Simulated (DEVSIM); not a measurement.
Device: Schottky contact on n-type GaAs, at 400 K.

Layer 1 from the left is GaAs, thickness (μm) 0.480, Nd (cm⁻³) 1e15, τn (s) 3.6e-10, τp (s) 3.6e-10.

Left contact: Schottky, work function 4.69 eV, emission velocity 3.8e6 cm/s. Right contact: ohmic. Voltage is applied to the left contact. Recombination: SRH at mid-gap. Mobility is μmin + (μ − μmin)/(1 + (N/Nref)^α).

Constants are typed, rounded textbook-type inputs, not results; the design itself was drawn at random and stands for no fabricated device. Values at 300 K; Nc and Nv go as T^1.5, mobilities as T to minus their exponent, the gap by Varshni's rule with the affinity fixed.

GaAs: gap (eV) 1.424, affinity (eV) 4.07, permittivity 12.9, Nc (cm⁻³) 4.7e17, Nv (cm⁻³) 9e18, μn (cm²/Vs) 8500, μp (cm²/Vs) 400, μn,min 500, μp,min 20, Nref,n 6e16, Nref,p 1.5e17, αn 0.39, αp 0.38, T exponent of μn 2.1, T exponent of μp 2.2, Varshni α (eV/K) 0.000541, Varshni β (K) 204.

DEVSIM, 1D drift-diffusion, Boltzmann statistics, complete ionisation; no tunnelling, impact ionisation, image-force lowering or self-heating. Metal contacts follow the ideal Schottky-Mott rule: no Fermi-level pinning, no interface dipoles.

Dark forward current:

```csv
|V| (V),|J| (A/cm²)
0.05,0.02023
0.10,0.1052
0.15,0.4612
0.20,1.938
0.25,7.939
0.30,31.10
0.35,110.0
0.40,318.2
0.45,707.1
0.50,1245
0.55,1864
0.60,2519
```

Problem. Work out the local ideality factor n = ΔV / (kT/q · ln(J2/J1)) between the rows 0.15 and 0.20 V, 0.55 and 0.60 V.

Solution. kT/q = 34.47 mV. From 0.15 to 0.20 V: ln(1.938/0.4612) = 1.436, n = 1.01, near the 1 of diffusion or emission over a barrier. From 0.55 to 0.60 V: ln(2519/1864) = 0.301, n = 4.82.

Problem. Estimate the current at 0.20 V for emission alone, J0 = q v N_band exp(−φB/kT), and read the barrier back from the simulated current.

Solution. φB = 0.620 eV, N_band = 7.24e17 cm⁻³, J0 = 0.00680 A/cm²; J = J0 (exp(qV/kT) − 1) = 2.24 A/cm². The simulation gives 1.94 A/cm²; the estimate lies 16 % above. Read backwards, the simulated current gives an apparent barrier of 0.625 eV. The estimate leaves out transport through the depletion region and minority injection.
